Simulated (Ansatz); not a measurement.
An Ansatz (an electronic-structure program) run: a single point on TiSi2 with a change (pressure 0.7 GPa), its geometry relaxed with PBEsol; r2SCAN, PAW, 500 eV (Ansatz; no spin-orbit coupling), earlier PAW set.

Input:

Ansatz 0.2 input:
```yaml
crystal:
  lattice:
    - [0, 4.0828273675, 4.2447705745]
    - [2.3761679129, 0, 4.2447705745]
    - [2.3761679129, 4.0828273675, 0]
  atoms:
    - { symbol: Si, position: [0.6637479366, 0.3362520634, 0.6637479366] }
    - { symbol: Si, position: [0.3362520634, 0.6637479366, 0.3362520634] }
    - { symbol: Si, position: [0.5862520634, 0.9137479366, 0.5862520634] }
    - { symbol: Si, position: [0.9137479366, 0.5862520634, 0.9137479366] }
    - { symbol: Ti, position: [0, 0, 0] }
    - { symbol: Ti, position: [0.25, 0.25, 0.25] }
basis: { ecutwfc: 500, ecutrho_ratio: 4, xc_grid: 4, fft_grid_basis: typed }
kpoints: { mp_grid: { grid: [13, 13, 13] } }
hamiltonian:
  xc: r2scan
  dispersion: none
  pseudopotentials: { azcp: { folder: ./paw }, kind: paw }
scf: { occupations: { method: fermi_dirac, width: 0.05 }, convergence: { dr2_threshold: 0.0000000006 } }
output: { forces: true, stress: true }
checkpoint: { write: state.ck, write_every: 1000 }
```

Output (explanatory and most iteration lines left out):

```
Pseudopotential: Si, paw, valence charge 4
Pseudopotential: Ti, paw, valence charge 12
Crystal: 6 atoms, lattice volume = 82.361 Å³
Basis set: ecut = 500 eV, 2101 PW (Γ), exchange–correlation on 180×144×144 points (64 copies of the dense FFT grid, shifted against one another)
Bands: 26, of which v1, the nominal top of the filled ones, is band 20 counted from 1 (19 counted from 0)
Symmetry: 8 space group operations
Space group: Fddd (ITA 70), of the structure as read, at distance tolerance 4.4e-5 Å
k-points: 343 of 2197
Functional: x = r2scan, c = r2scan; τ floored in thin density (d = 2e-4 eV/Å³)
SCF iter   1: F=—  HF=-7568.331114 eV  |F-HF|=—  |Δ(HF+E_count)|=         —  Δρ=3.85e-2  dr2=1.70e0  dr2_τ=5.18e-2  ethr=3.10e-3  ⟨swp⟩=6.6  Hψ=43562  notcnv=0  defer=1
SCF iter   2: F=—  HF=-7568.272069 eV  |F-HF|=—  |Δ(HF+E_count)|=   5.90e-2  Δρ=2.55e-2  dr2=6.35e-1  dr2_τ=5.64e-3  ethr=3.10e-3  ⟨swp⟩=2.0  Hψ=13417  notcnv=0  defer=167
SCF 1 converged in 10 iterations: F = -7568.163794 eV  dr2 = 1.49e-10
SCF converged after 10 iterations
Free energy (F): -7568.163794 eV
Internal energy: -7568.146460 eV  (E = F + TS)
E sigma→0 (E₀):  -7568.155127 eV
Entropy (-TS):   -0.017334 eV (-2.889 meV/atom)
Fermi energy:    12.911187 eV
--- Forces (eV/Å), atoms counted from 1 ---
  atom   1  Si     0.00000000    -0.06487633     0.00000000
  atom   2  Si     0.00000000     0.06487633     0.00000000
  atom   3  Si     0.00000000     0.06487633     0.00000000
  atom   4  Si     0.00000000    -0.06487633     0.00000000
  atom   5  Ti     0.00000000     0.00000000     0.00000000
  atom   6  Ti     0.00000000     0.00000000     0.00000000
--- Stress (GPa, compression-positive) ---
        2.627136       0.000000       0.000000
        0.000000       3.023268       0.000000
        0.000000       0.000000       2.251518
  P = ⅓ Tr σ = 2.6340 GPa (26.340 kbar)
```

Single points use the geometry relaxed with PBEsol. Load acts through the strain it causes; cell and atoms are relaxed under it. Whether these cells are dynamically stable was not tested. The final runs are not spin-polarised. The cell was made from TiSi2 (space group Fddd, No. 70) by this change: pressure 0.7 GPa.
